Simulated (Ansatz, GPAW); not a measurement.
Code comparison for MnCl₂ (R-3m, 3 atoms in the cell)

Self-consistent single point, at a second geometry (lattice scaled by 0.98). First geometry:

```yaml
crystal:
  lattice:
    - [1.89004, 1.09121, 6.22284]
    - [-1.89004, 1.09121, 6.22284]
    - [0.00000, -2.18243, 6.22284]
  atoms:
    - { symbol: Mn, position: [0.00000, 0.00000, 0.00000], spin: 4.0 }
    - { symbol: Cl, position: [0.74280, 0.74280, 0.74280] }
    - { symbol: Cl, position: [0.25720, 0.25720, 0.25720] }
```
(The spins are starting values, not results.)

Shared settings, as Ansatz (a program for electronic structure) writes them: kpoints.mp_grid.grid = 7 7 7; scf.occupations.method = fermi_dirac; scf.occupations.width = 0.0007 Ry. Potentials and cutoffs stand in the table.

```tsv
code	model	ΔF from the first geometry (meV/atom)	pressure (GPa)	largest force (eV/Å)	gap on the mesh (eV)	size of the net moment (μB/atom)	cutoff
Ansatz	PBEsol, PAW files made with PBE	-31.7	-2.26	0.310	1.672	1.67	default
GPAW	PBEsol, GPAW PAW datasets PBEsol (made by gpaw-setup)	-29.5	-1.96	0.274	1.639	1.67	800 eV
```

Gaps are read on the mesh.

On Ansatz's run: with one magnetic atom in the cell only a parallel order is possible.

The spread over the programs that give each value: ΔF from the first geometry within 2.2 meV/atom; pressure within 0.30 GPa; largest force within 0.036 eV/Å; gap on the mesh within 0.033 eV; size of the net moment within 0.00 μB/atom.

Ansatz's pressure is given at a fixed set of plane waves, as the other plane-wave codes print theirs; with its correction for the finite basis it is -2.22 GPa.

The starting cell comes from a database of computed structures (which also holds hypothetical and non-ambient phases and stackings), without a prior relaxation at this level. Its lattice was rescaled by a random factor within 2.5 % of one. For this run, on top of that: lattice scaled by 0.98.

Keys are those of Ansatz 0.2.
